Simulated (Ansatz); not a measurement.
Cu2O (Pn-3m), PBEsol with spin-orbit coupling, rigid bands run with Ansatz (an electronic-structure program): N_c = 2.42e19 cm⁻³ at 300 K and an electron conductivity mass of 0.966 mₑ.

**Question.** For 1e17 electrons per cm³ at 300 K, place the Fermi level, estimate the Seebeck coefficient of a parabolic band with constant τ, and give mobility and conductivity for τ = 5 fs.

**Answer.** The level lies k_BT ln(N_c/n) = 0.142 eV below the conduction-band minimum. S ≈ −(k_B/e)[ln(N_c/n) + 5/2] = -688 μV/K, against -686 μV/K from the full bands (mean over directions). μ = eτ/m = 9.10 cm²/(V·s) and σ = neμ = 0.146 S/cm. τ is assumed, not computed.

Band transport and this doping are assumed; polarons and phonon drag are left out.
